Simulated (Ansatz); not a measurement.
Cell and atoms of amorphous Si26O46:

```xyz
72
Lattice="10.2808 0.0000 0.0000 0.0000 10.2808 0.0000 0.0000 0.0000 10.2808" Properties=species:S:1:pos:R:3 pbc="T T T"
Si     1.7255     8.9022     5.2991
Si     4.6062     6.0138     4.9339
Si     2.4318     1.4519     6.4255
Si     9.8186     8.9351    10.2098
Si     3.9976     8.9005     8.9911
Si     1.8232     4.7241     5.2902
Si     1.2153     2.3014     3.6739
Si     9.5215    10.1803     4.3502
Si     4.8501     9.8367     1.4951
Si     2.9655     6.8443     7.3047
Si     1.1771     6.7858     1.1585
Si     6.3628     9.5748     7.1226
Si     1.4021     4.8202     8.9312
Si     4.6392     2.1495     0.6641
Si     7.2459     2.9655     2.4893
Si     3.5173     8.0206     2.8049
Si     1.4873     0.5311     8.9928
Si     6.8396     3.9868     5.5301
Si    10.0200     4.3031     2.1534
Si     6.6886     0.4252     4.6938
Si     7.9832     7.4384     8.4258
Si     8.8040     4.8091     7.6509
Si     2.0988     2.7073     0.7492
Si     7.9620    10.2178     1.9203
Si     6.3885     5.1727     9.5136
Si     5.3338     2.1317     7.6721
O      2.2856     2.3206     2.4667
O      7.9932     1.5328     2.2536
O      7.7334     4.4110     8.8372
O      8.3807     4.1061     2.0565
O      8.3241     0.6167     5.1814
O      5.9168     3.3655     6.7478
O      6.3922     0.9160     7.3582
O      1.9516     2.5420     5.2057
O      8.7919     9.4256     3.0941
O      1.9216     7.7309     6.4175
O      0.1123     9.1180     5.2213
O      4.5537     7.0578     3.6883
O      3.2486     7.4778     8.7612
O      8.7410     6.4311     7.3904
O      0.3368     0.9650     3.7638
O      5.8549     2.9299     1.6044
O      4.7623     8.9183     0.1109
O      5.2008     2.2471     9.3044
O      0.5736     3.5132     1.0252
O      8.9774     7.6572     9.6826
O      2.9470    10.1142     8.8572
O      2.3154     3.6604     9.5970
O      7.6756     8.8859     7.7661
O      3.8738     1.9025     6.9656
O      8.7744    10.0185     0.5365
O      0.0114     4.3619     8.1644
O      6.4612     9.6058     1.8862
O      1.4782     1.2927     0.1272
O      0.5843     8.3081     1.0135
O      6.0886     5.3666     5.0562
O      2.3098     5.3705     7.6190
O      6.2984     9.3035     5.5186
O      6.6061     6.7442     8.9805
O      4.9975     9.0230     7.7425
O      4.3051     6.6584     6.4049
O      2.3392     8.4992     3.8604
O      3.3667     4.8976     4.7388
O      8.3310     4.1641     6.2068
O      2.6882     6.9897     1.7743
O      1.1803     6.0580     9.9708
O      1.3304     1.4582     7.6312
O      2.5060    10.2732     5.7338
O      0.3235     9.6761     8.9879
O      0.2720     3.6592     3.6120
O      6.9787     3.1741     4.1098
O      0.1865     5.8877     2.1363
```

Level of theory: PBE, scalar-relativistic without spin-orbit coupling (plane waves to 420 eV, PAW; Ansatz, a first-principles code). The usual formal charges leave 12 electrons over, so the level spacing at the Fermi energy parts defect or band states and needn't be the band gap.

A CHGNet melt-quench gave the starting glass, which DFT then relaxed. O atoms were pushed apart under 1.9 Å during the dynamics, to hinder bonds among them. The hot cell started wider than the set density and was brought back towards it in steps. It is the lowest in DFT energy of 2 quenches. It is a model cell: composition and starting density were chosen by hand, and all elements were melted together. No dispersion term was used. Its density started from a set value of 2.24 and ended at 2.24 g/cm³. The simulated quench (nominally 88 K/ps over its main leg) is rapid and tends to freeze in more defects than a deposited or slowly cooled glass has. Values belong to this one cell and scatter from quench to quench. The volume was free in the relaxation, at fixed shape. Stress components on the final sampling reach 1.7 GPa.

Neighbours within Si-Si 2.60 Å, Si-O 1.94 Å, O-O 1.58 Å count as bonded. Two cations that share two anions don't count as bonded, nor two that share one unless they lie closer than Si-Si 2.38 Å.

Problem. Give the coordination numbers, mean bond lengths and angles.

Solution. 
```
Item                                                                        Value
---------------------------------  ----------------------------------------------
Mean coordination of Si by anions  3.54 (1 with 1, 4 with 2, 1 with 3, 20 with 4)
Mean coordination of O                                           2.00 (46 with 2)
Mean Si-O bond                               1.646 Å (spread 0.034 Å, 92 counted)
Bond angle at Si                                         mean 108.9°, spread 6.4°
Bond angle at O                                         mean 139.0°, spread 12.7°
```

Problem. Which atoms depart from the most common coordination of their element?

Solution. Si6 has 1 (O63 1.65 Å); Si9 has 2 (O43 1.66 Å, O53 1.67 Å; Si16 at 2.61 Å just beyond); Si14 has 2 (O42 1.72 Å, O44 1.74 Å; Si23 at 2.60 Å just beyond); Si16 has 3 (O62 1.65 Å, O38 1.67 Å, O65 1.68 Å; Si9 at 2.61 Å just beyond); Si20 has 2 (O58 1.67 Å, O31 1.72 Å); Si25 has 2 (O59 1.67 Å, O29 1.69 Å).

Problem. List the pairs of like atoms that count as bonded by the rules above.

Solution. There are none by these rules.

Problem. What Bader charges do the atoms carry, from a run on the zone centre alone?

Solution. Means (range): Si +2.90 e (+1.51 to +3.30), O -1.64 e (-1.67 to -1.63).
```csv
atom,charge (e)
Si1,+3.29
Si2,+3.27
Si3,+3.28
Si4,+3.29
Si5,+3.30
Si6,+1.59
Si7,+3.26
Si8,+3.28
Si9,+1.60
Si10,+3.28
Si11,+3.28
Si12,+3.29
Si13,+3.27
Si14,+1.51
Si15,+3.28
Si16,+2.35
Si17,+3.28
Si18,+3.28
Si19,+3.26
Si20,+1.67
Si21,+3.28
Si22,+3.27
Si23,+2.84
Si24,+3.28
Si25,+1.68
Si26,+3.28
O27,-1.63
O28,-1.66
O29,-1.64
O30,-1.63
O31,-1.64
O32,-1.65
O33,-1.64
O34,-1.63
O35,-1.64
O36,-1.65
O37,-1.63
O38,-1.64
O39,-1.64
O40,-1.64
O41,-1.66
O42,-1.64
O43,-1.66
O44,-1.64
O45,-1.63
O46,-1.65
O47,-1.67
O48,-1.63
O49,-1.64
O50,-1.65
O51,-1.64
O52,-1.64
O53,-1.65
O54,-1.64
O55,-1.64
O56,-1.64
O57,-1.63
O58,-1.65
O59,-1.64
O60,-1.66
O61,-1.65
O62,-1.66
O63,-1.63
O64,-1.63
O65,-1.63
O66,-1.65
O67,-1.64
O68,-1.65
O69,-1.64
O70,-1.63
O71,-1.65
O72,-1.64
```
